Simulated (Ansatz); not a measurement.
## Lattice parameter c of BSi2Sb (model structure, started from the BC2N type, R3m, No. 160, 4 atoms in the cell) at several levels of theory

No measured value is used here.

| level (code) | value (Å) |
|---|---|
| LDA (Ansatz) | 19.088 |
| PBE (Ansatz) | 19.319 |
| PBEsol (Ansatz) | ___ |

Problem. Fill in the missing entries.

Solution. 
- PBEsol (Ansatz, a program for electronic structure), value (Å): 19.214

Ansatz's density-functional and Hartree–Fock values are scalar-relativistic unless marked +SOC, with PAW data made under PBE.

A model structure was made by putting elements into a prototype or built by hand; it is no filed structure, need not be a known phase, and can be a saddle point held by its symmetry.
